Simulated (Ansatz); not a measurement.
Base system: Fe in the diamond structure (space group Fd-3m, No. 227; a = 4.876 Å; not spin-polarised; a hypothetical phase, not in the database extracts checked; relaxed with 0.1 eV smearing). Axes: x, y, z lie along the cube axes.

Method: PBE, PAW, 420 eV (Ansatz, a quantum-chemistry and plane-wave program; no spin-orbit coupling).

Perturbation: every lattice vector is stretched by 1.10 %; the atoms relax in the strained cell.

### Question
Predict the stress tensor and what it implies for the stiffness.

### Answer
Stress of the strained cell less that of the base (GPa, compression positive):
```
   -4.7     0.0     0.0
    0.0    -4.7     0.0
    0.0     0.0    -4.7
```

Then B = −ΔP/(ΔV/V₀) with ΔV/V₀ = 0.0334 gives secant stiffness values (nonlinear terms included at this strain): B ≈ 141 GPa.

As a check, the harmonic strain energy −½ V₀ Δσ:ε is 7.0 meV/atom; the computed energy rise is 7.3 meV/atom.

No phonon test of stability was made. All final runs are without spin polarisation.
